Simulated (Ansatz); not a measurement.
Structure of amorphous Ti$_{20}$O$_{43}$Al$_{2}$ (periodic cell):

```xyz
65
Lattice="9.2536 0.0000 0.0000 0.0000 9.2536 0.0000 0.0000 0.0000 9.2536" Properties=species:S:1:pos:R:3 pbc="T T T"
Ti     6.5812     4.6760     8.2246
Ti     1.8474     3.1045     5.1659
Ti     8.7484     6.0792     0.8928
Ti     2.2251     8.0315     0.1870
Ti     6.7974     8.6633     0.0671
Ti     2.3196     3.1544     8.6143
Ti     3.9410     0.3849     7.8780
Ti     3.8430     5.4416     1.3018
Ti     4.6806     4.6547     4.3000
Ti     3.3390     1.2633     2.5103
Ti     0.0639     0.9619     7.7938
Ti     5.4124     7.7446     3.3128
Ti     7.2646     2.9010     5.5354
Ti     5.0507     2.4793     0.5668
Ti     7.4964     7.4746     6.2662
Ti     0.9478     5.6850     7.3578
Ti     9.1980     5.1247     4.0561
Ti     8.5554     3.0560     0.9791
Ti     7.6676     0.5440     3.3243
Ti     1.5006     7.8565     2.9530
O      8.1985     1.9849     6.9789
O      5.2187     6.4474     2.1231
O      3.6473     3.6352     5.3392
O      8.5638     4.7656     8.7344
O      6.8905     7.8586     4.5977
O      4.0941     8.9093     6.2885
O      2.0179     7.9631     4.7666
O      4.0012     8.8598     3.2053
O      8.3097     1.8611     2.2843
O      5.4361     0.7953     9.1429
O      1.5046     3.9537     6.9883
O      6.4340     4.2455     4.4058
O      4.9669     4.5551     0.0302
O      2.5038     6.7767     1.8086
O      7.2044     6.8056     0.4528
O      0.7069     6.9161     8.9498
O      3.8662     4.3073     2.6416
O      6.6036     8.4626     7.5224
O      6.6111     8.8006     2.1714
O      9.0969     8.6295     6.6104
O      1.3896     1.4872     6.1122
O      6.7920     1.3894     4.6810
O      6.8705     3.0575     0.3567
O      8.3912     0.1757     9.2493
O      3.0875     2.2376     0.9412
O      6.2222     3.4709     6.9820
O      5.0874     1.9426     2.2993
O      0.1071     9.2115     3.7945
O      3.9442     7.9821     9.0295
O      1.6290     4.9047     4.1575
O      1.8505     9.1878     1.6864
O      2.4664     6.5275     6.9898
O      4.4751     6.4854     4.7361
O      6.6509     6.0156     7.0134
O      0.6675     2.3689     9.1022
O      2.0498     0.1954     8.2477
O      2.2642     2.0194     3.7160
O      8.7639     4.5201     2.1170
O      8.9926     3.4220     4.8221
O      9.2440     6.8118     2.7083
O      9.0550     6.0547     5.8734
O      2.3387     4.7581     0.1234
O      3.8350     2.2928     7.8798
Al     0.9160     9.2370     5.3455
Al     3.3795     7.3922     5.7673
```

Level of theory: PBE, scalar-relativistic without spin-orbit coupling (plane waves to 420 eV, PAW; Ansatz, a program for electronic structure).

A CHGNet melt-quench gave the starting glass, which DFT then relaxed. O atoms were pushed apart under 1.9 Å during the dynamics, to hinder bonds among them. The hot cell started wider than the set density and was brought back towards it in steps. It is the lowest in DFT energy of 2 quenches. It is a model cell: composition and starting density were chosen by hand, and all elements were melted together. No dispersion term was used. Its density started from a set value of 3.56 and ended at 3.56 g/cm³. The quench (nominally 360 K/ps over its main leg) was far faster than any real one, so the model tends to hold more defects than a real film. One small periodic cell is one sample of the glass; other quenches scatter about these values. The volume was held where the preparation left it, at a PBE pressure of 3.3 GPa. Stress components on the final sampling reach 4.7 GPa.

Bonds are counted up to Ti-Ti 3.12 Å, Ti-O 2.46 Å, Ti-Al 2.89 Å, O-O 1.58 Å, O-Al 2.24 Å, Al-Al 2.66 Å. Two cations that share two anions don't count as bonded, nor two that share one unless they lie closer than Ti-Ti 3.04 Å, Ti-Al 2.81 Å, Al-Al 2.59 Å.

### Question
Give the coordination numbers, mean bond lengths and angles.

### Answer

```json
{
  "Mean coordination of Ti by anions": "5.10 (1 with 4, 16 with 5, 3 with 6)",
  "Mean coordination of O": "2.56 (20 with 2, 22 with 3, 1 with 4)",
  "Mean coordination of Al by anions": "4.00 (2 with 4)",
  "Mean Ti-O bond": "1.938 Å (spread 0.141 Å, 102 counted)",
  "Mean O-Al bond": "1.763 Å (spread 0.012 Å, 8 counted)",
  "Bond angle at Ti": "mean 106.0°, spread 26.2°",
  "Bond angle at O": "mean 120.1°, spread 18.8°",
  "Bond angle at Al": "mean 109.3°, spread 10.3°"
}
```

### Question
List the pairs of like atoms that count as bonded by the rules above.

### Answer
There are none by these rules.
